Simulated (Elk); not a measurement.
Checking a run of Elk on Pd (Fm-3m, 1 atom in the cell). The aim is a self-consistent single point with DFT, PBE, all-electron FP-LAPW, Elk's shipped species files, APW+lo basis with extra local orbitals.

Cell that was meant: a = 2.7976 Å, b = 2.7976 Å, c = 2.7976 Å, α = 60.00°, β = 60.00°, γ = 60.00°.

Part of the input:

```
lorbcnd
  .true.

lmaxi
  3

nempty
[...]
maxscl
  100

scale
  1.889726125

avec
    0.0000000000    3.7383240000    3.7383240000
    3.7383240000    0.0000000000    3.7383240000
    3.7383240000    3.7383240000    0.0000000000

atoms
  1
```

Output (repeated stretches shortened):

```
│ Elk code version 10.2.4 │

All units are atomic (Hartree, Bohr, etc.)

│ Ground-state run starting from atomic densities │

   [... lines left out ...]

Conduction state local-orbitals added automatically
Total number of local-orbitals :   83

Exchange-correlation functional :     20     0     0
 Perdew-Burke-Ernzerhof, Phys. Rev. Lett. 77, 3865 (1996)
 gradient requirement :    1
 generalised gradient approximation (GGA)

Smearing type :    3
 Fermi-Dirac
Smearing width :   0.4997910000E-02
Effective electronic temperature (K) :    1578.215154

Mixing type :    3
 Broyden mixing, J. Phys. A: Math. Gen. 17, L317 (1984)

Kohn-Sham potential initialised from atomic data
│ Self-consistent loop started │
│ Loop number : 1 │
 total energy                :     -5016.64821403
 total moment                :    1.934980448
│ Loop number : 2 │
 total energy                :     -5018.52635492
 total moment                :    1.903795719
RMS change in Kohn-Sham potential (target) :    2.339025954     (  0.1000000000E-05)
Absolute change in total energy (target)   :    1.878140899     (  0.1000000000E-03)
│ Loop number : 3 │
 total energy                :     -5012.55116138
 total moment                :    1.970936581
   [... lines left out ...]
│ Loop number : 18 │
 total energy                :     -5047.03624476
 total moment                :   0.8569595171E-03
RMS change in Kohn-Sham potential (target) :   0.1858021554E-05 (  0.1000000000E-05)
Absolute change in total energy (target)   :   0.2202933756E-03 (  0.1000000000E-03)
│ Loop number : 19 │
 total energy                :     -5047.03639724
 total moment                :   0.3229452263E-03
RMS change in Kohn-Sham potential (target) :   0.6867525546E-06 (  0.1000000000E-05)
Absolute change in total energy (target)   :   0.9740935639E-04 (  0.1000000000E-03)
Convergence targets achieved

│ Loop number : 20 │

Energies :
 Fermi                       :    -0.987885960133E-01
 xc effective B-field        :    -0.426675916447E-09
 external B-field            :      0.00000000000
 total energy                :     -5047.03635911
 (external B-field energy excluded from total)

Density of states at Fermi energy :    63.19691222
 (states/Hartree/unit cell)

Estimated indirect band gap :   0.3494813808E-02
 from k-point     32 to k-point      9
Estimated direct band gap   :   0.1950630640E-01
 at k-point      9

Charges :
 core                        :    28.00000000
 valence                     :    18.00000000
 interstitial                :    1.206249189
 muffin-tins (core leakage)
  species :    1 (Pd)
   [... lines left out ...]
 total charge                :    46.00000000
 error                       :   0.7061885574E-02

Moments :
 interstitial                :   0.2280133490E-04
 muffin-tins
  species :    1 (Pd)
   atom    1                 :   0.1762407205E-03
 total in muffin-tins        :   0.1762407205E-03
 total moment                :   0.1990420554E-03

│ Self-consistent loop stopped │
```

Problem. Can these results be used? Check the input.

Solution. The run is not sound. The fault is this: lattice vectors in bohr beside a scale meant for angstrom. Bohr and ångström differ by a factor of 1.89; the cell that the program reads is then far too large or far too small. To fix it, give the lengths in the unit that the key or card expects. The run converged in 20 iterations without an error.

An input that runs soundly differs in these lines (not the only fix; some lines may just follow from the change or write a value another way):
```diff
+rmtscf
+  0.96
+
-scale
-  1.889726125
-
-    0.0000000000    3.7383240000    3.7383240000
-    3.7383240000    0.0000000000    3.7383240000
-    3.7383240000    3.7383240000    0.0000000000
+    0.0000000000    3.7383242499    3.7383242499
+    3.7383242499    0.0000000000    3.7383242499
+    3.7383242499    3.7383242499    0.0000000000
```

With that input, the run converged in 18 iterations: free energy E − TS -137340.4203 eV; Fermi level (on the code's own zero) 7.68 eV; size of the cell's spin moment 0.00 μB (DFT, PBE, all-electron FP-LAPW, Elk's shipped species files, APW+lo basis with extra local orbitals).

On the sound input: the starting cell comes from a database of computed structures (which also holds hypothetical and non-ambient phases and stackings), without a prior relaxation at this level. Its lattice was rescaled by a random factor within 2.5 % of one. The starting moments vanished: the run ended non-magnetic. Values depend on the basis (sphere radii, cutoffs, local orbitals), which need not be converged. The log's line on a gap gives a spacing of levels on this mesh, which the program prints for metals too.
